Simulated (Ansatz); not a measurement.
A periodic model of amorphous Ti$_{20}$O$_{42}$Ru:

```xyz
63
Lattice="9.1818 0.0000 0.0000 0.0000 9.1818 0.0000 0.0000 0.0000 9.1818" Properties=species:S:1:pos:R:3 pbc="T T T"
Ti     6.5394     2.8785     8.7088
Ti     4.5199     6.4224     2.1038
Ti     7.5308     4.9985     1.5543
Ti     6.5363     1.2439     5.7434
Ti     4.9908     7.0225     5.3977
Ti     3.2133     3.5599     1.0585
Ti     1.2808     1.5247     1.5764
Ti     5.9603     4.3307     3.9976
Ti     8.3139     0.3153     8.6531
Ti     0.4627     6.5440     8.7056
Ti     9.1276     8.6858     5.2106
Ti     3.8486     3.9169     6.7656
Ti     2.5471     8.5721     8.8706
Ti     0.8038     3.1716     7.7904
Ti     1.6016     3.1649     4.3540
Ti     1.5163     6.5192     2.4072
Ti     3.3085     0.5707     5.8069
Ti     5.7431     6.3696     8.5136
Ti     4.9580     0.6353     0.8939
Ti     1.6444     6.3747     5.3524
O      4.4866     5.2069     8.0903
O      4.8202     2.5916     0.4902
O      0.0370     5.5971     1.2707
O      7.9587     0.3553     6.6203
O      5.8601     0.7548     2.3592
O      4.8900     4.5157     2.5439
O      6.2879     6.4170     1.2353
O      1.4578     5.0014     3.8821
O      6.4629     0.7717     8.9430
O      8.3083     2.3929     8.2563
O      3.2014     7.5016     5.4925
O      6.8955     4.7059     8.7764
O      2.7077     2.7501     2.6250
O      3.4736     0.4067     7.5496
O      2.0761     7.0864     7.9381
O      8.1815     7.6489     8.6414
O      0.3659     2.1783     3.2453
O      1.4960     0.3968     5.3301
O      0.3552     4.8665     7.9041
O      5.7998     2.5582     6.9338
O      7.5116     5.0251     3.4035
O      2.9587     0.6479     1.2071
O      0.7049     2.9708     5.9197
O      5.5157     6.8692     3.6930
O      3.1174     7.3145     2.8389
O      4.4448     7.8283     0.3848
O      1.2877     7.6697     0.9761
O      5.0998     5.0354     5.4802
O      5.1482     0.0953     5.3789
O      0.7251     7.4389     3.8597
O      8.6804     0.6915     1.4240
O      2.5364     4.9251     6.1090
O      7.3116     3.0640     1.5341
O      2.7933     3.2083     8.0876
O      2.9123     5.3563     1.3137
O      3.3166     2.4308     5.3759
O      7.7400     0.2750     4.1825
O      1.2591     3.0444     0.6611
O      6.5626     2.5629     4.3306
O      0.2062     7.1016     6.2276
O      6.0403     7.1663     6.9123
O      1.0230     0.6195     8.6252
Ru     7.6099     1.6030     2.7882
```

Computed with PBE, scalar-relativistic without spin-orbit coupling (plane waves to 420 eV, PAW; Ansatz, a first-principles code). In the spin-polarised cell the level spacing at the Fermi energy can part levels of unlike spin.

The cell was made by melting and quenching with the CHGNet potential and then relaxed with DFT. O atoms were pushed apart under 1.9 Å during the dynamics, to hinder bonds among them. The hot cell started wider than the set density and was brought back towards it in steps. It is the lowest in DFT energy of 2 quenches. It is a model cell: composition and starting density were chosen by hand, and all elements were melted together. No dispersion term was used. Its density started from a set value of 3.71 and ended at 3.71 g/cm³. The simulated quench (nominally 300 K/ps over its main leg) is rapid and tends to freeze in more defects than a deposited or slowly cooled glass has. One small periodic cell is one sample of the glass; other quenches scatter about these values. The volume was held where the preparation left it, at a PBE pressure of -0.4 GPa (tension). Stress components on the final sampling reach 2.3 GPa.

Bonds are counted up to Ti-Ti 3.12 Å, Ti-O 2.44 Å, Ti-Ru 3.17 Å, O-O 1.58 Å, O-Ru 2.33 Å, Ru-Ru 3.21 Å. Two cations that share two anions don't count as bonded, nor two that share one unless they lie closer than Ti-Ti 3.04 Å, Ti-Ru 3.08 Å, Ru-Ru 3.12 Å.

### Question
Give the coordination numbers, mean bond lengths and angles.

### Answer

| Quantity | Result |
|---|---|
| Mean coordination of Ti by anions | 5.35 (1 with 4, 11 with 5, 8 with 6); 2 close contacts or bonds to cations besides |
| Mean coordination of O | 2.69 (14 with 2, 27 with 3, 1 with 4) |
| Mean coordination of Ru by anions | 6.00 (1 with 6) |
| Mean Ti-O bond | 1.969 Å (spread 0.143 Å, 107 counted) |
| Mean O-Ru bond | 2.000 Å (spread 0.063 Å, 6 counted) |
| Mean Ti-Ti close contact | 2.980 Å (spread 0.000 Å, 1 counted) |
| Bond angle at Ti | mean 104.6°, spread 27.9° |
| Bond angle at O | mean 117.9°, spread 18.6° |
| Bond angle at Ru | mean 106.7°, spread 33.9° |

### Question
List the pairs of like atoms that count as bonded by the rules above.

### Answer
Ti3-Ti8 (2.98 Å).
